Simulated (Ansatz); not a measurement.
Abridged Ansatz (a program for electronic structure) output:

```
Relaxation: its limit of steps is 50 (relax.max_steps)
Pseudopotential: Ga, paw, valence charge 13
Pseudopotential: N, paw, valence charge 5
Crystal: 4 atoms, lattice volume = 45.485 Å³
Basis set: ecut = 500 eV, 1129 PW (Γ), exchange–correlation on 96×96×160 points (64 copies of the dense FFT grid, shifted against one another)
Bands: 22, of which v1, the nominal top of the filled ones, is band 18 counted from 1 (17 counted from 0)
Symmetry: 4 space group operations
k-points: 172 of 1008 (time reversal used)
Functional: x = r2scan, c = r2scan; τ floored in thin density (d = 2e-4 eV/Å³)
SCF iter   1: F=—  HF=-8352.711614 eV  |F-HF|=—  |Δ(HF+E_count)|=         —  Δρ=1.25e-2  dr2=2.67e-2  dr2_τ=1.92e-1  ethr=1.77e-3  ⟨swp⟩=5.0  Hψ=15215  notcnv=0
SCF iter   2: F=—  HF=-8352.774952 eV  |F-HF|=—  |Δ(HF+E_count)|=   6.33e-2  Δρ=5.86e-3  dr2=9.49e-3  dr2_τ=3.16e-4  ethr=7.41e-5  ⟨swp⟩=2.0  Hψ=8944  notcnv=0
SCF 1 converged in 8 iterations: F = -8352.774459 eV  dr2 = 3.00e-8
relax step   1: F+E_penalty+E_count = -8352.77445851 eV  Δ(F+E_penalty+E_count) = +0.000e0 eV  max|allowed force component| = 3.054e-6 eV/Å  Δτ_max = 0.0000 Å  P = -0.001 GPa  Ω = 45.485 Å³  (8 SCF iters, dr2 threshold 1.00e-7 eV, accepted)
[... steps on the carried basis left out ...]
relax step   6: F+E_penalty+E_count = -8352.77257038 eV  Δ(F+E_penalty+E_count) = -9.584e-5 eV  max|allowed force component| = 2.387e-4 eV/Å  Δτ_max = 0.0000 Å  P = -0.667 GPa  Ω = 45.640 Å³  stress off target by 1.96e-3 GPa  SCF on the basis re-selected at this cell (its energy is not comparable with the rows above)  (6 SCF iters)
SCF converged after 6 iterations
Free energy (F): -8352.772570 eV
Internal energy: -8352.772570 eV  (E = F + TS)
E sigma→0 (E₀):  -8352.772570 eV
Fermi energy:    10.652122 eV
--- Forces (eV/Å), atoms counted from 1 ---
  atom   1  Ga     0.00000000    -0.00011528     0.00005038
  atom   2  Ga    -0.00000000     0.00011528     0.00005038
  atom   3  N      0.00000000     0.00023871    -0.00006288
  atom   4  N      0.00000000    -0.00023871    -0.00006288
--- Stress (GPa, compression-positive) ---
       -1.998035       0.000000       0.000000
        0.000000      -0.001150       0.000000
        0.000000       0.000000      -0.000702
  P = ⅓ Tr σ = -0.6666 GPa (-6.666 kbar)
--- Relaxed structure (5 steps of the walk, 5 accepted, 1 SCFs on fresh bases) ---
  cell:  # Å, volume = 45.6397 Å³
    - [3.204231166849733, -7.911291951416409e-19, 2.4043518515693428e-33]
    - [-1.6021155834248666, 2.750728344707026, -1.2021759257846714e-33]
    - [3.915424801327298e-33, 0.0, 5.1781146099842665]
  atoms:
    - { symbol: Ga, position: [0.6669187552087794, 0.33383751041755905, 0.0012578214596020156] }
    - { symbol: Ga, position: [0.3330812447912204, 0.6661624895824408, 0.5012578214596022] }
    - { symbol: N, position: [0.6675136397046442, 0.33502727940928845, 0.6239421785403979] }
    - { symbol: N, position: [0.3324863602953558, 0.6649727205907116, 0.12394217854039798] }
```

**Question.** What was computed, and what are the main results?

**Answer.** GaN, 4 atoms in the cell, with r2SCAN (Ansatz), without spin-orbit coupling, from a series relaxed to a target (uniaxial stress, 2 GPa tension along x). The last SCF converged to F = -8352.772570 eV, or -2088.1931 eV per atom. The total energy compares only with runs of the same code, potentials and settings.

Load acts through the strain it causes; cell and atoms are relaxed under it. Beyond what the load breaks, stability against distortions was not tested. The cell was made from GaN in the wurtzite structure (space group P6_3mc, No. 186) by this change: uniaxial stress, 2 GPa tension along x.

Keys are those of Ansatz 0.2.
